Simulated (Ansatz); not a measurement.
Rh: isotropic strain +2.50 %

Take Rh in the fcc (Cu type) structure (space group Fm-3m, No. 225; a = 3.802 Å; relaxed with 0.1 eV smearing) as the base.

The change: an isotropic linear strain of +2.50 %, atoms relaxed at fixed cell.

The values are results of r2SCAN/PAW in Ansatz (an electronic-structure program), no spin-orbit coupling, not measurements. Γ-centred 30×30×30 mesh, Fermi–Dirac width 0.1 eV.

The volume per atom rises by 1.06 Å³ (13.73 Å³ → 14.79 Å³) and the space group remains Fm-3m (No. 225). The shortest interatomic distance rises by 0.067 Å (2.688 Å → 2.755 Å) and the energy increases by 61 meV/atom. The pressure goes from zero to -17.1 GPa and the band gap remains zero.

Stability against distortions was not tested. The final runs are not spin-polarised. Rh lies near a magnetic instability that expansion can trigger; it was not tested.
